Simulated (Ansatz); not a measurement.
**TiO2, carrier doping**

Base system: TiO2 in the anatase structure (space group I4_1/amd, No. 141; a = 3.778 Å, c = 9.584 Å).

Carriers are added at fixed cell with a uniform background; the Fermi–Dirac width is that of 300 K.

Method: r2SCAN in Ansatz (plane waves to 500 eV, PAW, no spin-orbit coupling).

Notes on the quantities. Fermi level from band edge: Fermi level relative to the doped band's edge (positive inside the band; to 0.05 eV).

```json
[
 {"case": "undoped", "gap between the host's bands": "2.53 eV", "Fermi level from band edge": "–"},
 {"case": "electrons 3.0×10^21 cm⁻³", "gap between the host's bands": "2.66 eV", "Fermi level from band edge": "+0.55 eV"},
 {"case": "electrons 5.0×10^21 cm⁻³", "gap between the host's bands": "2.74 eV", "Fermi level from band edge": "+0.70 eV"},
 {"case": "electrons 1.0×10^22 cm⁻³", "gap between the host's bands": "2.96 eV", "Fermi level from band edge": "+0.85 eV"},
 {"case": "electrons 2.0×10^22 cm⁻³", "gap between the host's bands": "3.37 eV", "Fermi level from band edge": "+1.00 eV"},
 {"case": "holes 3.0×10^21 cm⁻³", "gap between the host's bands": "2.56 eV", "Fermi level from band edge": "+0.15 eV"},
 {"case": "holes 5.0×10^21 cm⁻³", "gap between the host's bands": "2.59 eV", "Fermi level from band edge": "+0.20 eV"},
 {"case": "holes 1.0×10^22 cm⁻³", "gap between the host's bands": "2.66 eV", "Fermi level from band edge": "+0.30 eV"},
 {"case": "holes 2.0×10^22 cm⁻³", "gap between the host's bands": "[?]", "Fermi level from band edge": "[?]"}
]
```

Task: Complete the table.

Result: 
- holes 2.0×10^22 cm⁻³, gap between the host's bands: 2.82 eV
- holes 2.0×10^22 cm⁻³, Fermi level from band edge: +0.45 eV

Charged cell with a jellium background: band edges are those of the host's band count, energies are not comparable with the neutral cell, and many-body gap narrowing is missing. Whether these cells are dynamically stable was not tested. The final runs are not spin-polarised.

Ansatz is an electronic-structure program.
